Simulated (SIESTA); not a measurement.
Worked example: self-consistent single point of YMg₃ (P-6m2, 4 atoms in the cell) in SIESTA

Method: LDA PW92, numerical atomic orbitals TZP, PseudoDojo LDA standard norm-conserving potentials (rewritten from UPF to PSML) run with SIESTA.

Input:

```
# files in the folder: Y.psml Mg.psml (PseudoDojo LDA standard)
SystemName  YMg3
SystemLabel YMg3

NumberOfAtoms                4
NumberOfSpecies              2
%block ChemicalSpeciesLabel
  1 39 Y
  2 12 Mg
%endblock ChemicalSpeciesLabel
LatticeConstant              1.0 Ang
%block LatticeVectors
     3.307990000    0.000000000    0.000000000
    -1.653995000    2.864803000    0.000000000
     0.000000000    0.000000000   10.932290000
%endblock LatticeVectors
AtomicCoordinatesFormat      ScaledCartesian
%block AtomicCoordinatesAndAtomicSpecies
     1.653996654    0.954933378    5.466145000  1
     1.653996654    0.954933378    0.000000000  2
    -0.000001654    1.909869622    2.646926055  2
    -0.000001654    1.909869622    8.285363945  2
%endblock AtomicCoordinatesAndAtomicSpecies

XC.functional                LDA
XC.authors                   PW92
PAO.BasisSize                TZP
PAO.EnergyShift              0.005 Ry
MeshCutoff                   400 Ry
%block kgrid.MonkhorstPack
   12   0   0  0.0
    0  12   0  0.0
    0   0   4  0.0
%endblock kgrid.MonkhorstPack
OccupationFunction           MP
OccupationMPOrder            0
ElectronicTemperature        1160.45 K

MaxSCFIterations             150
SCF.Mixer.Method             Pulay
SCF.Mixer.Weight             0.25
SCF.Mixer.History            8
SCF.DM.Tolerance             1.0E-04
Diag.ParallelOverK           true
WriteForces                  true
Charge.Mulliken              end
```

Output, abridged:

```
reinit: Reading from file input.fdf

reinit: System Name: YMg3
reinit: System Label: YMg3

coor:   Atomic-coordinates input format  =     Cartesian coordinates
coor:                                          (in units of alat)

siesta: Atomic coordinates (Bohr) and species
siesta:      3.12560   1.80456  10.32952  1        1
siesta:      3.12560   1.80456   0.00000  2        2
siesta:     -0.00000   3.60913   5.00197  2        3
siesta:     -0.00000   3.60913  15.65707  2        4

siesta: System type = bulk

initatomlists: Number of atoms, orbitals, and projectors:      4    55    42

siesta: ******************** Simulation parameters ****************************
redata: Spin configuration                          = none
redata: Time-Reversal Symmetry                      = T
redata: Number of Atomic Species                    =        2
redata: Mesh Cutoff                                 =   400.0000 Ry
redata: Net charge of the system                    =     0.0000 |e|
redata: Min. number of SCF Iter                     =        0
redata: Max. number of SCF Iter                     =      150
redata: SCF convergence failure will abort job
redata: SCF mix quantity                            = Hamiltonian
redata: Mix DM or H after convergence               =   F
redata: Recompute H after scf cycle                 =   F
redata: Mix DM in first SCF step                    =   T
redata: No kicks to SCF
redata: DM Mixing Weight for Kicks                  =     0.5000
redata: Require Harris convergence for SCF          =   F
redata: Harris energy tolerance for SCF             =     0.000100 eV
redata: Require DM convergence for SCF              =   T
redata: DM tolerance for SCF                        =     0.000100
redata: Require EDM convergence for SCF             =   F
redata: EDM tolerance for SCF                       =     0.001000 eV
redata: Require H convergence for SCF               =   T
   [... lines left out ...]
diag: Used triangular part                          = Lower
diag: Absolute tolerance                            =  0.100E-15
diag: Orthogonalization factor                      =  0.100E-05
diag: Memory factor                                 =  1.0000

superc: Internal auxiliary supercell:     7 x     7 x     3  =     147
superc: Number of atoms, orbitals, and projectors:    588   8085   6174

                        Single-point calculation

superc: Internal auxiliary supercell:     7 x     7 x     3  =     147
superc: Number of atoms, orbitals, and projectors:    588   8085   6174

outcell: Unit cell vectors (Ang):
        3.307990    0.000000    0.000000
       -1.653995    2.864803    0.000000
        0.000000    0.000000   10.932290

outcell: Cell vector modules (Ang)   :    3.307990    3.307990   10.932290
outcell: Cell angles (23,13,12) (deg):     90.0000     90.0000    120.0000
outcell: Cell volume (Ang**3)        :    103.6025
new_DM -- step:     1
Initializing Density Matrix...

Attempting to read DM from file... Failed...
DM filled with atomic data:

InitMesh: MESH = 36 x 36 x 144 = 186624
InitMesh: Mesh cutoff (required, used) =   400.000   436.433 Ry

stepf: Methfessel-Paxton step function
       Using Hermite-Gauss polynomials of order  0
        iscf     Eharris(eV)        E_KS(eV)     FreeEng(eV)     dDmax    Ef(eV) dHmax(eV)
   scf:    1    -5896.898755    -5935.977829    -5935.995571  1.686947 -4.381013 17.823963
   scf:    2    -5661.522724    -5870.211467    -5870.222411  2.802597 -3.377727 45.833702
   scf:    3    -5960.008891    -5948.551109    -5948.568470  2.570765 -3.927796  3.119934
   scf:    4    -5948.715205    -5948.737262    -5948.754093  0.067075 -4.017334  1.675733
   scf:    5    -5948.782725    -5948.767160    -5948.784311  0.068611 -4.078631  0.094903
   scf:    6    -5948.746342    -5948.761684    -5948.778773  0.017566 -4.087614  0.439002
   scf:    7    -5948.753639    -5948.765892    -5948.783028  0.013821 -4.072448  0.277297
   scf:    8    -5948.769209    -5948.768472    -5948.785557  0.004428 -4.078814  0.035446
   scf:    9    -5948.768545    -5948.768522    -5948.785597  0.000690 -4.080255  0.006608
   scf:   10    -5948.768522    -5948.768524    -5948.785596  0.000533 -4.080861  0.007943
   scf:   11    -5948.768521    -5948.768524    -5948.785598  0.000233 -4.080659  0.000027
   scf:   12    -5948.768524    -5948.768524    -5948.785598  0.000003 -4.080662  0.000020
SCF Convergence by DM+H criterion
max |DM_out - DM_in|         :     0.0000032714
max |H_out - H_in|      (eV) :     0.0000196639
SCF cycle converged after 12 iterations

Using DM_out to compute the final energy and forces

siesta: E_KS(eV) =            -5948.7685

siesta: E_KS - E_eggbox =     -5948.7685

siesta: Atomic forces (eV/Ang):
     1   -0.000002    0.000002   -0.000000
     2   -0.000011    0.000006   -0.000001
     3    0.000002   -0.000002    0.000626
     4    0.000002   -0.000002   -0.000625
   Tot   -0.000008    0.000003    0.000000
   Max    0.000626
   Res    0.000255    sqrt( Sum f_i^2 / 3N )
   Max    0.000626    constrained

Stress tensor Voigt[x,y,z,yz,xz,xy] (kbar):       15.82       15.82       19.86       -0.00       -0.00       -0.00
(Free)E + p*V (eV/cell)    -5949.8955
Target enthalpy (eV/cell)    -5948.7856

siesta: Program's energy decomposition (eV):
siesta: Ebs     =     -1645.721394
siesta: Eions   =      7624.174954
siesta: Ena     =       783.785068
siesta: Ekin    =      3053.519369
siesta: Enl     =     -1357.799021
siesta: Eso     =         0.000000
siesta: Edftu   =         0.000000
siesta: DEna    =        34.235859
siesta: DUscf   =         0.897020
siesta: DUext   =         0.000000
siesta: Ex      =      -762.362882
siesta: Ec      =       -76.868983
siesta: Exc     =      -839.231865
siesta: Eharris =     -5948.768524
siesta: Etot    =     -5948.768524
siesta: FreeEng =     -5948.785598

siesta: Stress tensor (static) (eV/Ang**3):
siesta:     0.009874   -0.000000   -0.000000
siesta:    -0.000000    0.009874    0.000000
siesta:    -0.000000   -0.000000    0.012393

siesta: Cell volume =        103.602466 Ang**3

siesta: Pressure (static):
siesta:                Solid            Molecule  Units
siesta:          -0.00011668         -0.00011656  Ry/Bohr**3
siesta:          -0.01071350         -0.01070210  eV/Ang**3
siesta:         -17.16491428        -17.14664834  kBar

mulliken: Atomic and Orbital Populations:

Species: Y
Atom  Qatom  Qorb
               4s      5s      5s      5s      4py     4pz     4px     5py
               5pz     5px     4dxy    4dyz    4dz2    4dxz    4dx2-y2 4dxy
               4dyz    4dz2    4dxz    4dx2-y2 4dxy    4dyz    4dz2    4dxz
               4dx2-y2
   1 10.927   1.844   0.320  -0.464   0.948   1.934   1.999   1.934   0.200
              0.104   0.200   0.250   0.526   0.412   0.526   0.250  -0.070

             -0.001   0.027  -0.001  -0.070   0.202  -0.125  -0.093  -0.125

              0.202

Species: Mg
Atom  Qatom  Qorb
               2s      3s      3s      3s      2py     2pz     2px     3py
               3pz     3px
   2 10.019   1.998   1.226  -0.664   0.515   2.014   2.014   2.014   0.293
              0.318   0.293
   3 10.027   1.993   1.080  -0.620   0.585   2.013   2.015   2.013   0.302
              0.345   0.302
   4 10.027   1.993   1.080  -0.620   0.585   2.013   2.015   2.013   0.302
              0.345   0.302

mulliken: Qtot =       41.000

Mulliken Atomic Populations:
Atom #   charge [q] valence [e]  Species
     1     0.073328   10.926672  Y
     2    -0.019461   10.019461  Mg
     3    -0.026933   10.026933  Mg
     4    -0.026934   10.026934  Mg
 Total    -0.000000
```

The run converged in 12 iterations.

The starting cell comes from a database of computed structures (which also holds hypothetical and non-ambient phases and stackings), without a prior relaxation at this level. Values carry the incompleteness of an atom-centred basis.

Cost on one core of a shared machine: roughly 30 s.
